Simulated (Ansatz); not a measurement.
The starting structures come from a database of crystals and need not be the phases stable at ambient conditions.

 Where the default PAW files enter, the runs use the earlier of Ansatz's two default sets.

By PBEsol, the system below comes out a metal.

Without scattering a metal conducts by its projected Fermi surface.

Here is the system:

```yaml
crystal:
  lattice:
    - [7.85042, 0.00000, 0.00000]
    - [-3.92521, 6.79866, 0.00000]
    - [0.00000, 0.00000, 5.47632]
  atoms:
    - { symbol: Hf, position: [0.25303, 0.25303, 0.75000] }
    - { symbol: Hf, position: [0.74697, 0.74697, 0.25000] }
    - { symbol: Hf, position: [0.00000, 0.25303, 0.25000] }
    - { symbol: Hf, position: [0.00000, 0.74697, 0.75000] }
    - { symbol: Hf, position: [0.74697, 0.00000, 0.75000] }
    - { symbol: Hf, position: [0.25303, 0.00000, 0.25000] }
    - { symbol: Hf, position: [0.33333, 0.66667, 0.50000] }
    - { symbol: Hf, position: [0.66667, 0.33333, 0.50000] }
    - { symbol: Hf, position: [0.66667, 0.33333, 0.00000] }
    - { symbol: Hf, position: [0.33333, 0.66667, 0.00000] }
    - { symbol: Si, position: [0.00000, 0.39070, 0.75000] }
    - { symbol: Si, position: [0.00000, 0.60930, 0.25000] }
    - { symbol: Si, position: [0.60930, 0.00000, 0.25000] }
    - { symbol: Si, position: [0.39070, 0.00000, 0.75000] }
    - { symbol: Si, position: [0.60930, 0.60930, 0.75000] }
    - { symbol: Si, position: [0.39070, 0.39070, 0.25000] }
```

Space group of this cell: P6_3/mcm. The cell is taken as given; by PBEsol its mean pressure is -2.1 GPa.

The current flows along the normal of the first two printed cell vectors, the (001) plane of the conventional cell. No spin-orbit coupling; the value is a mean over 0.1 eV about the Fermi level.

Task: Predict the ballistic conductance per area from PBEsol (Ansatz, an electronic-structure program).

Result: 0.37 × 10¹⁵ S/m² for both spins.
